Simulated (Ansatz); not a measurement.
# TiC: biaxial strain +1.16 %, plane normal [111], relaxed out of plane

The parent structure is TiC in the rock salt structure (space group Fm-3m, No. 225; a = 4.329 Å; relaxed with 0.1 eV smearing). Axes: x, y, z lie along the cube axes.

The change: tensile biaxial strain of 1.16 % in the plane normal to [111], as in epitaxy on a mismatched substrate; the out-of-plane cell vector and the atoms relax.

Level of theory: r2SCAN (Ansatz, a quantum-chemistry and plane-wave program), no SOC, earlier PAW set. Γ-centred 23×23×23 mesh, Fermi–Dirac width 0.1 eV.

The volume per atom goes up by 0.17 Å³ (10.14 Å³ → 10.31 Å³) and the space group becomes R-3m (No. 166) (base: Fm-3m (No. 225)). The shortest interatomic distance increases by 0.023 bohr (4.090 bohr → 4.113 bohr) and the energy goes up by 4.8 meV/atom. The pressure (mean of the normal stresses, compression positive) goes from zero to -4.3 GPa and the band gap remains zero. The out-of-plane strain comes out as -0.62 % and the ratio −ε⊥/ε∥ is 0.53. The mean in-plane stress (compression positive) amounts to -6.4 GPa.

Final structure (turned so that z lies along the plane normal):

```yaml
crystal:
  lattice:
    - [3.09622, 0.00000, 0.00000]
    - [1.54811, 2.68140, 0.00000]
    - [1.54811, -0.89380, 2.48368]
  atoms:
    - { symbol: C, position: [0.00000, 0.00000, 0.00000] }
    - { symbol: Ti, position: [0.00000, 0.50000, 0.50000] }
```

No phonon test of stability was made. All final runs are without spin polarisation.
